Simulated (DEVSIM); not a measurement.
Device: abrupt Si p-n junction, at 300 K.

```csv
layer (left to right),material,thickness (μm),Nd (cm⁻³),Na (cm⁻³),τn (s),τp (s)
1,Si,2.10,-,6.1e16,0.00014,0.00014
2,Si,93.0,3e15,-,0.00014,4.2e-6
```

Left contact: ohmic. Right contact: ohmic. Voltage is applied to the left contact. Recombination: SRH at mid-gap, radiative, Auger. Mobility is μmin + (μ − μmin)/(1 + (N/Nref)^α).

This is a model device: material constants are rounded textbook-type values typed into the input, and sizes, dopings and lifetimes were drawn at random. Values at 300 K.

```csv
parameter,Si
gap (eV),1.124
affinity (eV),4.05
permittivity,11.7
Nc (cm⁻³),2.86e19
Nv (cm⁻³),3.1e19
μn (cm²/Vs),1417
μp (cm²/Vs),470
"μn,min",52
"μp,min",45
"Nref,n",9.7e16
"Nref,p",2.2e17
αn,0.68
αp,0.72
B (cm³/s),4.7e-15
Cn (cm⁶/s),2.8e-31
Cp (cm⁶/s),9.9e-32
```

Simulated with DEVSIM: 1D drift-diffusion, Boltzmann statistics, complete ionisation; no tunnelling, impact ionisation, image-force lowering or self-heating.

### Question
Give the dark forward current.

### Answer

| V (V) | J (A/cm²) |
|---|---|
| 0.05 | 5.4e-10 |
| 0.15 | 1.8e-8 |
| 0.20 | 1.1e-7 |
| 0.30 | 4.9e-6 |
| 0.40 | 0.00023 |
| 0.45 | 0.0016 |
| 0.55 | 0.071 |
| 0.60 | 0.41 |
| 0.70 | 5.0 |
| 0.80 | 20 |
| 0.85 | 31 |
| 0.95 | 64 |
| 1.05 | 110 |
| 1.10 | 140 |
| 1.20 | 210 |
| 1.25 | 240 |
| 1.35 | 330 |
| 1.45 | 430 |
| 1.50 | 490 |
| 1.60 | 610 |
